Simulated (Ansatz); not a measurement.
The parent structure is CdTe in the zinc blende structure (space group F-43m, No. 216; a = 6.489 Å).

Method: PBEsol (Ansatz, a program for electronic structure), spin-orbit coupling left out.

Strains are applied to the cell and any free atomic positions relax.

One change was made to it. Results:

The pressure grows by 1.34 GPa (0.01 GPa → 1.35 GPa); the energy goes up by 4.2 meV/atom; the valley order (the lowest conduction-band minima on the path, energy above the VBM, named in the base's zone) becomes Γ 0.74 eV; L along ⟨111⟩ 1.76 eV (base: Γ 0.65 eV; L along ⟨111⟩ 1.74 eV).

### Question
Which change produced these results?
(A) isotropic strain +0.50 %
(B) isotropic strain −1.50 %
(C) isotropic strain −1.00 %

### Answer
C, isotropic strain −1.00 %. For comparison, the valley order in the other runs: isotropic strain −1.50 % gives Γ 0.78 eV; L along ⟨111⟩ 1.78 eV; isotropic strain +0.50 % gives Γ 0.61 eV; L along ⟨111⟩ 1.72 eV.

With Te present, leaving out spin-orbit coupling can change the band edges. The levels and masses belong to the bands next to the band gap. No phonon test of stability was made.
